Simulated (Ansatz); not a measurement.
# La2O3: uniaxial stress, 2 GPa tension along x

Start from La2O3 (space group P-3m1, No. 164; a = 3.906 Å, c = 6.040 Å). Axes: x lies along a and z along c of the hexagonal cell.

Modification: uniaxial stress, 2 GPa tension along x, with the cell and atoms free to relax against it.

All numbers come from PBEsol in Ansatz (plane waves to 420 eV, PAW, scalar-relativistic without spin-orbit coupling). k-mesh 10×10×6 (Γ-centred); smearing 0.05 eV (Fermi–Dirac).

Space group: C2/m (No. 12) (base P-3m1 (No. 164))
Shortest interatomic distance: 2.355 Å (base 2.349 Å)
Energy relative to the base (free energy F): +2.2 meV/atom
Band gap: 3.70 eV (base 3.77 eV)
Gap character: indirect, k = (0.300, 0.200, -1/2) in the run's primitive reciprocal basis → Γ–C (93 % along)
Smallest direct gap: 3.87 eV (base 3.86 eV)
Strain response (xx, yy, zz): (+2.21, −1.24, −0.50) %
Secant Young's modulus along x: 91 GPa
Mean lateral Poisson ratio: 0.40

Final structure:

```xyz
5
Lattice="3.9923 0.0000 0.0000 -1.9962 3.3407 -0.0264 0.0000 -0.0472 6.0095" Properties=species:S:1:pos:R:3 pbc="T T T"
La     0.0000     2.1787     1.4577
La     1.9962     1.1149     4.5254
O      0.0000     0.0000     0.0000
O      0.0000     2.1861     3.8694
O      1.9962     1.1075     2.1136
```

Stability under load was not tested beyond the relaxation. k-point labels follow each cell's own Brillouin zone.

Ansatz is an electronic-structure program.
